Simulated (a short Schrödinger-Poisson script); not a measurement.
**Gated Al0.4Ga0.6N/GaN polarisation-induced gas**

Stack: gated Al0.4Ga0.6N/GaN polarisation-induced gas, at 300 K.

```csv
layer,material,thickness (nm),Na (cm⁻³)
1,Al0.4Ga0.6N,10,-
2,GaN,6000,1e16
```

Constants are typed, rounded textbook-type inputs, not results; the design itself was drawn at random and stands for no fabricated device. Al0.4Ga0.6N: permittivity 9.26, conduction-band edge (eV) 0.58, gap (eV) 4.258, electron mass (mₑ) 0.248, Nv at 300 K (cm⁻³) 4.6e19. GaN: permittivity 9.5, conduction-band edge (eV) 0, gap (eV) 3.43, Nv at 300 K (cm⁻³) 4.6e19.

Channel valleys (confinement mass, in-plane density-of-states mass, number): Γ 0.2, 0.2, 1. At the gate the conduction-band edge of layer 1 lies 1.36 eV − eVg above the Fermi level of the channel; the field vanishes at the back. Sheet of polarisation charge: +2e13 e/cm² at 10 nm from the gate. The barrier under the gate holds no holes. Gaps are held at their typed values at every temperature. Mesh 0.08 nm at interfaces.

Solved with a short Schrödinger-Poisson script written for these runs: 1D Poisson equation in equilibrium, electrons quantum, Hartree (BenDaniel-Duke, 40 states a valley, the channel's in-plane mass for all, wave functions free to enter the barrier), parabolic valleys, classical holes, full ionisation, no traps, pinning or gate leakage.

```
Vg (V)  electrons (cm⁻²)  in the channel layer  C (μF/cm²)  Γ E0 (meV)  Γ E1 (meV)
------  ----------------  --------------------  ----------  ----------  ----------
0.5              1.55e13               1.43e13       0.756      -163.8        -1.9
0.25             1.43e13               1.33e13       0.751      -152.1         2.4
0                1.32e13               1.23e13       0.747      -140.3         6.7
-0.25            1.20e13               1.13e13       0.743      -128.3        11.1
-0.5             1.08e13               1.03e13       0.739      -116.3        15.7
-0.75            9.69e12               9.26e12       0.734      -104.1        20.3
-1               8.55e12               8.22e12       0.729       -91.8        25.1
-1.25            7.41e12               7.17e12       0.724       -79.2        30.2
-1.5             6.29e12               6.11e12       0.717       -66.4        35.5
-1.75            5.18e12               5.05e12       0.709       -53.1        41.2
-2               4.08e12               4.00e12       0.699       -39.0        47.5
-2.25            3.00e12               2.95e12       0.684       -23.6        54.9
-2.5             1.95e12               1.93e12       0.660        -5.4        64.5
-2.75            9.53e11               9.46e11       0.609        19.5        80.1
-3               1.31e11               1.31e11       0.365        76.0       127.1
-3.25             3.61e7                3.59e7      0.0150       289.1       337.3
```

Gate voltages with under 1e6 electrons/cm² are left out.

Subbands count from the Fermi level.
